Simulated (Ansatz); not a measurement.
Where the default PAW files enter, the runs use the earlier of Ansatz's two default sets.

Here is the system:

```
CELL_PARAMETERS angstrom
      4.44328     0.00000     0.00000
     -2.22164     3.84799     0.00000
      2.22164     1.28266     3.62792
ATOMIC_POSITIONS crystal
  K  0.00000 0.00000 0.00000
  Cl 0.00000 0.50000 0.50000
```

Space group of this cell: Fm-3m, rock salt. The cell is taken as given.

Transport runs along the normal of the first two printed cell vectors, the (111) plane of the conventional cell.

No gap correction and no spin-orbit coupling; mid-gap values are interpolated between computed energies.

Question: Compute, with r2SCAN in Ansatz (a quantum-chemistry and plane-wave program), the band gap and the smallest decay constant κ at mid-gap.

Answer: Gap 5.84 eV on a 10×10×10 mesh; κ = 0.449 1/Å, at the zone centre.
